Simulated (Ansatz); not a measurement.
## Short convergence ladders for BaIn2Rh (Cm, 8 atoms in the cell)

```xyz
8
Lattice="2.2664 -5.9426 0.0000 2.2664 5.9426 0.0000 0.0000 0.0000 8.0528" Properties=species:S:1:pos:R:3 pbc="T T T"
Ba     2.2664     5.3635     2.0632
Ba     2.2664    -5.3635     6.0396
In     2.2664    -2.0253     4.4782
In     2.2664     2.0253     3.5746
In     2.2664     2.0253     0.4518
In     2.2664    -2.0253     7.6011
Rh     2.2664     3.3667     6.0396
Rh     2.2664    -3.3667     2.0132
```

Base method: LDA (PW92), default PAW files made with PBE (plane waves; Ansatz, a first-principles code).

Base settings: basis.ecutwfc = 420 eV; kpoints.mp_grid.grid = 5 5 2; hamiltonian.xc = lda; hamiltonian.pseudopotentials = {kind: paw} (the program's default PAW files); scf.occupations.method = gaussian; scf.occupations.width = 0.1 eV.

The count of work is k-points × plane waves × bands × iterations; it is no time. Core times come from one kind of shared machine, to one figure; runs under 30 s give none.

**The k-point mesh**

The second cell is the first with its lattice scaled by 0.98.

Only quantities that move along the ladder and can be compared are tabulated.

```csv
kpoints.mp_grid.grid,free energy less the last step's (meV/atom),energy of the compressed cell less the first (meV/atom),pressure (GPa),largest difference of a force vector from the last step's (eV/Å),count of work / last,core time / last (rough)
2 2 1,-56.82,-40.24,-5.66,0.325,0.028,–
3 3 2,7.48,-37.97,-5.40,0.235,0.086,–
5 5 2,-13.70,-39.36,-5.54,0.046,0.19,–
5 5 3,0.35,-38.11,-5.41,0.041,0.26,0.3
6 6 4,-0.40,-37.79,-5.38,0.069,0.51,0.5
8 8 5,0.00,-38.07,-5.40,0.000,1.0,1
```

Coarsest kpoints.mp_grid.grid that holds the forces within 0.02 eV/Å: not settled: the last two steps still differ by 0.069 eV/Å, over half the tolerance, so the ladder does not show it.

Coarsest kpoints.mp_grid.grid that holds the pressure within 0.1 GPa of the last step, with all finer ones: 5 5 3, at 0.26 of the last step's count of work and about 0.3 of the last step's time; the step before is off by 0.14 GPa.

Coarsest kpoints.mp_grid.grid that holds the energy of the compressed cell less the first within 1 meV/atom of the last step, with all finer ones: 5 5 3, at 0.26 of the last step's count of work and about 0.3 of the last step's time; the step before is off by 1.3 meV/atom.

**The k-point mesh at a smearing width of 0.02 eV**

In this ladder: scf.occupations.width = 0.02 eV.

Only quantities that move along the ladder and can be compared are tabulated.

```csv
kpoints.mp_grid.grid,free energy less the last step's (meV/atom),pressure (GPa),largest difference of a force vector from the last step's (eV/Å),count of work / last,core time / last (rough)
3 3 2,10.43,-5.44,0.318,0.022,–
5 5 3,2.08,-5.44,0.048,0.075,0.07
7 7 4,-0.56,-5.35,0.007,0.19,0.2
10 10 6,-0.06,-5.37,0.015,0.53,0.5
13 13 7,0.00,-5.38,0.000,1.0,1
```

Coarsest kpoints.mp_grid.grid that holds the forces within 0.02 eV/Å: not settled: the last two steps still differ by 0.015 eV/Å, over half the tolerance, so the ladder does not show it.

Coarsest kpoints.mp_grid.grid that holds the free energy within 0.5 meV/atom of the last step, with all finer ones: 10 10 6; the step before is off by 0.56 meV/atom.

**The k-point mesh at a smearing width of 0.3 eV**

In this ladder: scf.occupations.width = 0.3 eV.

Only quantities that move along the ladder and can be compared are tabulated.

```tsv
kpoints.mp_grid.grid	free energy less the last step's (meV/atom)	largest difference of a force vector from the last step's (eV/Å)	count of work / last	core time / last (rough)
3 3 2	4.84	0.117	0.047	–
5 5 3	-0.25	0.017	0.14	0.1
7 7 4	-0.68	0.006	0.35	0.4
10 10 6	0.00	0.000	1.0	1
```

Coarsest kpoints.mp_grid.grid that holds the free energy within 2 meV/atom of the last step, with all finer ones: 5 5 3, at 0.14 of the last step's count of work and about 0.1 of the last step's time; the step before is off by 4.8 meV/atom.

Coarsest kpoints.mp_grid.grid that holds the forces within 0.02 eV/Å of the last step, with all finer ones: 5 5 3, at 0.14 of the last step's count of work and about 0.1 of the last step's time; the step before is off by 0.12 eV/Å.

On the base run: the starting cell comes from a database of computed structures (which also holds hypothetical and non-ambient phases and stackings), without a prior relaxation at this level. Its lattice was rescaled by up to half a per cent. One atom was moved a little off its site on purpose. Spin polarisation is off. In the base run, with a pressure of about -6 GPa the cell is away from its equilibrium volume at this level. Ansatz's pressure includes its estimate of the finite-basis (Pulay) stress. Without a gap this mesh is coarse (it stands for a supercell whose shortest vector is 16 Å).

Keys are those of Ansatz 0.2.
